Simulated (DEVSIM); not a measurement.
Device: Schottky contact on n-type GaAs, at 400 K.

| layer (left to right) | material | thickness (μm) | Nd (cm⁻³) | τn (s) | τp (s) |
|---|---|---|---|---|---|
| 1 | GaAs | 12.0 | 7e15 | 1.7e-8 | 5.1e-10 |

Left contact: Schottky, work function 4.87 eV, emission velocity 6.8e6 cm/s. Right contact: ohmic. Voltage is applied to the left contact. Recombination: SRH at mid-gap, radiative, Auger. Mobility is μmin + (μ − μmin)/(1 + (N/Nref)^α).

This is a model device: material constants are rounded textbook-type values typed into the input, and sizes, dopings and lifetimes were drawn at random. Values at 300 K; Nc and Nv go as T^1.5, mobilities as T to minus their exponent, the gap by Varshni's rule with the affinity fixed.

| parameter | GaAs |
|---|---|
| gap (eV) | 1.424 |
| affinity (eV) | 4.07 |
| permittivity | 12.9 |
| Nc (cm⁻³) | 4.7e17 |
| Nv (cm⁻³) | 9e18 |
| μn (cm²/Vs) | 8500 |
| μp (cm²/Vs) | 400 |
| μn,min | 500 |
| μp,min | 20 |
| Nref,n | 6e16 |
| Nref,p | 1.5e17 |
| αn | 0.39 |
| αp | 0.38 |
| T exponent of μn | 2.1 |
| T exponent of μp | 2.2 |
| B (cm³/s) | 2e-10 |
| Cn (cm⁶/s) | 1e-30 |
| Cp (cm⁶/s) | 1e-30 |
| Varshni α (eV/K) | 0.000541 |
| Varshni β (K) | 204 |

Simulated with DEVSIM: 1D drift-diffusion, Boltzmann statistics, complete ionisation; no tunnelling, impact ionisation, image-force lowering or self-heating. Metal contacts follow the ideal Schottky-Mott rule: no Fermi-level pinning, no interface dipoles.

Tabulate band edges, carrier densities and field at zero bias.

Energies count from the Fermi level of the right contact; mesh points crowd at the junctions.

```csv
x (μm),Ec (eV),Ev (eV),n (cm⁻³),p (cm⁻³),field (V/cm)
0.000,0.800,-0.577,6.0e7,7.4e11,-34000
0.01516,0.749,-0.628,2.7e8,1.7e11,-33000
0.03984,0.670,-0.707,2.6e9,1.7e10,-31000
0.07590,0.567,-0.811,5.3e10,8.4e8,-27000
0.1676,0.360,-1.017,2.1e13,2100000,-18000
0.2881,0.211,-1.166,1.6e15,28000,-7000
0.4844,0.162,-1.215,6.5e15,6800,-400
0.9503,0.160,-1.217,7.0e15,6400,≈ 0
1.500,0.160,-1.217,7.0e15,6400,≈ 0
2.458,0.160,-1.217,7.0e15,6400,≈ 0
4.019,0.160,-1.217,7.0e15,6400,≈ 0
7.304,0.160,-1.217,7.0e15,6400,≈ 0
9.126,0.160,-1.217,7.0e15,6400,≈ 0
10.24,0.160,-1.217,7.0e15,6400,≈ 0
11.06,0.160,-1.217,7.0e15,6400,≈ 0
11.43,0.160,-1.217,7.0e15,6400,≈ 0
11.66,0.160,-1.217,7.0e15,6400,≈ 0
11.80,0.160,-1.217,7.0e15,6400,≈ 0
11.91,0.160,-1.217,7.0e15,6400,≈ 0
11.95,0.160,-1.217,7.0e15,6400,≈ 0
11.98,0.160,-1.217,7.0e15,6400,≈ 0
12.00,0.160,-1.217,7.0e15,6400,≈ 0
```
